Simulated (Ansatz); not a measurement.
AlCr2C (model structure, started from the MAX type, P6₃/mmc, No. 194, 8 atoms in the cell), treated with r²SCAN in Ansatz (PAW).

Numerical settings: plane-wave cutoff 560 eV, 24×24×6 k mesh (along the axes of the cell as run), Fermi–Dirac smearing 0.05 eV, spin-polarised with parallel moments, scalar-relativistic PAW data made under PBE.

Cell (relaxed at this level):

```
AlCr2C
1.0
    2.83907     0.00000     0.00000
   -1.41953     2.45871     0.00000
    0.00000     0.00000    12.69553
Al Cr C
2 4 2
Cartesian
  0.00000   1.63914   9.52165
  1.41953   0.81957   3.17388
  0.00000   1.63914   1.07044
  1.41953   0.81957   7.41821
  1.41953   0.81957  11.62509
  0.00000   1.63914   5.27732
  0.00000   0.00000   0.00000
  0.00000   0.00000   6.34777
```
Starting moments (μB, in the order of the record's atoms Al Al Cr Cr Cr Cr C C): 0.0 0.0 3.0 3.0 3.0 3.0 0.0 0.0.

Estimate the bulk modulus that the calculation returns.


- bulk modulus = 186 GPa

The run finds no gap.

Note: the magnetic order was assumed, not searched for or taken from measurement; the bulk modulus is −V dP/dV from two relaxed cells at ±2 % in volume; the moments ended far under their starting size, a low-moment state that need not be the lowest.

Static lattice: no zero-point or thermal effects.

The result took about 28 core-minutes (a rough figure).

A model structure was made by putting elements into a prototype or built by hand; here it ended with the formula and space group of a phase in our tables.

Ansatz is a first-principles code.
